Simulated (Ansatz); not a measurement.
# A computed series for InSb: pressure series

Start from InSb in the zinc blende structure (space group F-43m, No. 216; a = 6.635 Å).

Cell and atoms are relaxed at each pressure.

Level of theory: plane-wave PAW DFT at the PBE level (Ansatz, a first-principles code, 420 eV), no SOC, earlier PAW set.

Notes on the quantities. enthalpy: H = E + PV relative to the base's energy.

```
case              volume per atom        enthalpy
----------------  ---------------  --------------
base                     36.51 Å³               –
pressure −2 GPa          38.93 Å³   -0.47 eV/atom
pressure −1 GPa          37.62 Å³   -0.23 eV/atom
pressure 3 GPa           34.08 Å³   +0.66 eV/atom
pressure 7 GPa           31.85 Å³   +1.48 eV/atom
pressure 15 GPa          28.94 Å³   +2.99 eV/atom
pressure 30 GPa               ___   +5.54 eV/atom
pressure 50 GPa          23.12 Å³   +8.57 eV/atom
pressure 75 GPa          21.04 Å³  +12.01 eV/atom
pressure 100 GPa         19.58 Å³  +15.17 eV/atom
```

Question: Some entries are withheld; estimate them.

Answer: 
- pressure 30 GPa, volume per atom: 25.70 Å³

Load acts through the strain it causes; cell and atoms are relaxed under it. Stability against distortions was not tested. Tetrahedral semiconductors of this kind turn to denser phases somewhere between about 1 and 50 GPa; those were not computed, so compressed cells here can lie past the real transition. All final runs are without spin polarisation.
